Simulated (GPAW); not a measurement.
A self-consistent single point of HfRu₃ (P6_3/mmc, 8 atoms in the cell) with GPAW.

Method: LDA (Perdew-Wang 92), GPAW PAW datasets LDA (gpaw-data 1.0.1) (plane waves; GPAW).

```xyz
8
Lattice="5.6645 0.0000 0.0000 -2.8323 4.9056 0.0000 0.0000 0.0000 4.4593" Properties=species:S:1:pos:R:3 pbc="T T T"
Hf     2.8323     1.6352     1.1148
Hf     0.0000     3.2704     3.3445
Ru     1.3986     0.8075     3.3445
Ru     1.4337     4.0981     1.1148
Ru     0.0000     1.6149     1.1148
Ru     2.8323     3.2907     3.3445
Ru     4.2659     0.8075     3.3445
Ru    -1.4337     4.0981     1.1148
```

Reference input (self-consistent single point, DFT PBEsol, plane waves, GPAW PAW datasets PBEsol (made by gpaw-setup)): mode = pw; ecut = 600 eV; xc = PBEsol; kpts = 4 4 5; mesh shift (steps) = 0 0 0; occupations.name = methfessel-paxton; occupations.width = 0.1 eV; occupations.order = 0; nbands = -16; convergence.density = 1e-05 e/electron; symmetry.symmorphic = false; symmetry.tolerance = 0.0005. This run's input differs from it in these lines:

```diff
@@ -19,3 +19,3 @@
 calc = GPAW(mode=PW(600),
-            xc='PBEsol',
+            xc='LDA',
             kpts={'size': (4, 4, 5), 'gamma': True},
```

Its files differ too (potentials: GPAW PAW datasets LDA (gpaw-data 1.0.1)).

Output (repeated stretches shortened):

```
     iter     time        total  log10-change:
                         energy   eigst   dens
iter:   1 --:--:--   -89.653127
iter:   2 --:--:--   -87.782935   -1.24  -1.28
iter:   3 --:--:--   -84.460237   -0.88  -1.34
iter:   4 --:--:--   -84.068501   -2.03  -1.58
iter:   5 --:--:--   -83.589966   -1.40  -1.66
iter:   6 --:--:--   -84.515947   -1.29  -2.05
iter:   7 --:--:--   -83.686580   -2.24  -1.76
iter:   8 --:--:--   -83.602939   -2.65  -2.11
iter:   9 --:--:--   -83.528898   -2.61  -2.23
iter:  10 --:--:--   -83.515776   -2.81  -2.59
iter:  11 --:--:--   -83.515493c  -4.13  -3.31
iter:  12 --:--:--   -83.515367c  -5.16  -3.38
iter:  13 --:--:--   -83.515548c  -4.70  -3.42
iter:  14 --:--:--   -83.515466c  -5.54  -3.46
iter:  15 --:--:--   -83.515470c  -6.35  -3.61
   [... 4 lines left out ...]
iter:  20 --:--:--   -83.515457c  -5.96  -4.44
iter:  21 --:--:--   -83.515450c  -7.15  -4.21
iter:  22 --:--:--   -83.515441c  -6.71  -4.25
iter:  23 --:--:--   -83.515435c  -6.93  -4.53
iter:  24 --:--:--   -83.515434c  -8.16c -4.66
iter:  25 --:--:--   -83.515436c  -8.56c -4.70
iter:  26 --:--:--   -83.515438c  -6.91  -4.78
iter:  27 --:--:--   -83.515439c  -7.46c -4.78
iter:  28 --:--:--   -83.515438c  -8.37c -5.35c
Converged after 28 iterations.

Dipole moment: (-0.000000, 0.000000, 0.000000) |e|*Ang

Energy contributions relative to reference atoms: (reference = -1558023.146709)

Kinetic:        -25.348663
Potential:       +3.374295
External:        +0.000000
XC:             -59.303139
Entropy (-ST):   -0.049945
Local:           -2.212959
SIC:             +0.000000
--------------------------
Free energy:    -83.540411
Extrapolated:   -83.515438

Showing only first 2 kpts
 Kpt  Band  Eigenvalues  Occupancy
  0    58     11.26841    2.00000
  0    59     11.26856    2.00000
  0    60     11.47515    1.91839
  0    61     12.36361    0.00000

  1    58     11.87787    0.00008
  1    59     12.45662    0.00000
  1    60     12.45663    0.00000
  1    61     12.68791    0.00000

Fermi level: 11.59828

No gap
   [... lines left out ...]
  2 Ru   -0.07392   -0.04268    0.00000
  3 Ru    0.07392    0.04268    0.00000
  4 Ru    0.00000   -0.08535   -0.00000
  5 Ru   -0.00000    0.08535   -0.00000
  6 Ru    0.07392   -0.04268    0.00000
  7 Ru   -0.07392    0.04268   -0.00000

Stress tensor:
     0.090508     0.000000     0.000000
    -0.000000     0.090508    -0.000000
     0.000000    -0.000000     0.107332
Stress (GPa, Voigt): [14.5009 14.5009 17.1965 -0.      0.      0.    ]
```

The run converged in 28 iterations. GPAW prints stress with tension positive. Against the reference run the pressure goes from -9.58 to -15.40 GPa and the largest force goes from 0.091 to 0.085 eV/Å.

The starting cell comes from a database of computed structures (which also holds hypothetical and non-ambient phases and stackings), without a prior relaxation at this level. Spin polarisation is off. With a pressure of about -15 GPa the cell is away from its equilibrium volume at this level.

Cost on one core of a shared machine: roughly 2 min.
